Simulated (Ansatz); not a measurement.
Here is the system:

End structure of the (111) surface of germanium, Sn on one of 1 atoms under the surface, H on every dangling bond (bottom of the slab: built like the top, H on every dangling bond, free):

```yaml
crystal:
  lattice:
    - [4.07294, 0.00000, 0.00000]
    - [-2.03647, 3.52727, 0.00000]
    - [0.00000, 0.00000, 30.00000]
  atoms:
    - { symbol: Ge, position: [0.00000, 0.00000, 0.32220] }
    - { symbol: Ge, position: [0.33333, 0.66667, 0.34821] }
    - { symbol: Ge, position: [0.33333, 0.66667, 0.43094] }
    - { symbol: Ge, position: [0.66667, 0.33333, 0.45843] }
    - { symbol: Ge, position: [0.66667, 0.33333, 0.54157] }
    - { symbol: Ge, position: [0.00000, 0.00000, 0.56903] }
    - { symbol: Sn, position: [0.00000, 0.00000, 0.65775] }
    - { symbol: Ge, position: [0.33333, 0.66667, 0.69152] }
    - { symbol: H, position: [0.00000, 0.00000, 0.27022] }
    - { symbol: H, position: [0.33333, 0.66667, 0.74323] }
```

Model: 10-atom slab, 13.9 Å thick at the start with caps and adatoms (thin: gaps and levels are the slab's own), 8x8x1 mesh, Fermi-Dirac 0.025 eV, dipole correction, 2 atoms held, the rest relaxed; symmetry of the start imposed; no spin (no spin-polarised run to compare, though such a face may carry moments), no spin-orbit, no U. The slab shows no gap on its mesh. In PBE it lies 0.05 eV a 1x1 cell over the lowest computed structure of the same composition (Sn on one of 1 atoms of the third shell, H on every dangling bond).

Q: What work function of the top face does PBE in Ansatz (a first-principles code) give?

A: 4.04 eV
